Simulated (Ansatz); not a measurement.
NiAs-type NiSb, treated with PBE (PAW; Ansatz, an electronic-structure program).

Numerical settings: plane-wave cutoff 520 eV, 18×18×12 k mesh (along the axes of the cell as run), Fermi–Dirac smearing 0.05 eV, no spin polarisation, scalar-relativistic PAW data made under PBE.

Cell (relaxed at this level):

Space group P6₃/mmc (No. 194); a = b = 3.9754 Å, c = 5.1580 Å, α = β = 90.00°, γ = 120.00°

| atom | site | symmetry | x | y | z |
|---|---|---|---|---|---|
| Ni | 2a | -3m. | 0.0000 | 0.0000 | 0.0000 |
| Sb | 2c | -6m2 | 0.3333 | 0.6667 | 0.2500 |

Question: What does this level give for the bulk modulus B0 and pressure derivative B′ of the bulk modulus?

Answer: 
bulk modulus B0: 112 GPa
pressure derivative B′ of the bulk modulus: 5.0

The run finds no gap.

Note: the bulk modulus comes from volumes at which shape and atoms were relaxed.

Spin–orbit coupling is not included.
